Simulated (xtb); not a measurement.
xtb 6.7.1, GFN2-xTB: Ga(OMe)(OEt)(NH2) (CC[O][Ga]([NH2])[O]C), 17 atoms. The geometry is a generated start, not checked to be a minimum at this level.

| Item | Result |
|---|---|
| method | GFN2-xTB |
| --acc | 1 (default) |
| --etemp (K) | 300 (default) |
| detailed input (--input) | none: ANC optimiser, Lindh (1995) Hessian, microcycle=20, maxdispl=1.0, hlow=0.01 (default) |
| basis functions | 44 |
| valence electrons | 42 |

```xyz
17

Ga     0.3640     0.6451     1.1577
O      0.4205     2.2681     0.4527
C      0.2890     2.8040    -0.8450
H     -0.3063     3.7195    -0.7787
H      1.2777     3.0477    -1.2418
H     -0.2057     2.1149    -1.5388
O     -0.0042    -0.8648     0.3455
C     -0.4014    -1.3191    -0.9368
C     -0.8332    -2.7769    -0.8218
H     -1.2352    -0.7175    -1.3219
H      0.4380    -1.2361    -1.6402
H     -1.6867    -2.8599    -0.1529
H     -1.1049    -3.1605    -1.8020
H     -0.0179    -3.3688    -0.4159
N      0.6609     0.5697     2.9765
H      1.1634     1.3909     3.3010
H      1.1819    -0.2564     3.2624
```

The structure is relaxed from this start with --opt LEVEL for the levels crude, sloppy, loose, lax, normal, tight, vtight, extreme, once each. Up to the end of the extreme run atoms move by at most 2.3 Å along an axis.

Question: Which level is enough to come within 5 meV of the tightest end point?

Answer: normal: 81 cycles against 94, ending 0.33 meV above.

```csv
level,cycles,energy above the extreme run (meV),gradient norm (eV/Å)
crude,1,96,0.16
sloppy,1,96,0.16
loose,1,96,0.16
lax,7,88,0.089
normal,81,0.33,0.044
tight,85,0.10,0.017
vtight,94,under 0.01,0.0018
extreme,94,—,0.0018
```
